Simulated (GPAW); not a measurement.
Pressure against volume in rock-salt HfC (space group 225) (GPAW, PBEsol)

```yaml
crystal:
  lattice:
    - [0.00000, 2.25264, 2.25264]
    - [2.25264, 0.00000, 2.25264]
    - [2.25264, 2.25264, 0.00000]
  atoms:
    - { symbol: Hf, position: [0.00000, 0.00000, 0.00000] }
    - { symbol: C, position: [0.50000, 0.50000, 0.50000] }
```

Method of the run: PBEsol, GPAW PAW datasets PBEsol (made by gpaw-setup) (plane waves; GPAW 25.7.0). Settings: mode = pw; ecut = 1040 eV; xc = PBEsol; kpts = 22 22 22; mesh shift (steps) = 0 0 0; occupations.name = fermi-dirac; occupations.width = 0.05 eV; nbands = -8; convergence.density = 1e-05 e/electron; symmetry.symmorphic = false; symmetry.tolerance = 0.0005; maxiter = 120. The cell above is the first row's. The rows scale it uniformly. In all rows fractional positions and the k mesh are held.

```
V (Å^3/atom)  P (GPa)
------------  -------
11.4308             ?
11.6793         14.55
11.9277          8.26
12.1762          2.59
12.4247         -2.53
12.6732         -7.17
12.9217        -11.35
13.1702        -15.13
13.4187        -18.55
```

### Question
Using a cubic, estimate the missing P at V = 11.4308 from the other rows, showing the fit.

### Answer
With u = V - 12.5, the rows have u = -0.8207, -0.5723, -0.3238, -0.0753, 0.1732, 0.4217, 0.6702, 0.9187. Least squares gives P = -3.993 - 19.0026·u + 3.9278·u² - 0.5379·u³. Residuals (row less fit): 0.005, -0.009, 0.000, 0.010, -0.001, -0.002, -0.004, 0.003; standard error 0.008 (degrees of freedom: 4). The fitted pressure is zero at V0 = 12.30, where dP/dV = -20.65, so B0 = -V0·dP/dV = 254 GPa. At the withheld row, u = -1.0692, so P = -3.993 - 19.0026 × (-1.0692) + 3.9278 × (-1.0692)² - 0.5379 × (-1.0692)³ = 21.472 GPa. The calculation gives 21.51 GPa, 0.038 GPa above the prediction (0.1 % of the range of P in the table). The row lies outside the fitted rows, so this is an extrapolation. From the scatter of the fitted rows alone, a prediction at this place has a standard error of 0.020 GPa, so the miss is 1.9 times that.

Carrying the step between the two nearest rows on in a straight line would have given 20.84, off by 0.67; series whose last step already gives the withheld value aren't shown. The scan was laid around a cell of about the measured size, scaled by a guess for this functional. The runs keep the symmetry of the cell, so they don't test it for distortions. Spin-orbit coupling is off. Cutoffs and mesh are single choices, not tested for convergence of this quantity. Series with a scatter that would blur these digits, or in which a gap closes, are not shown.
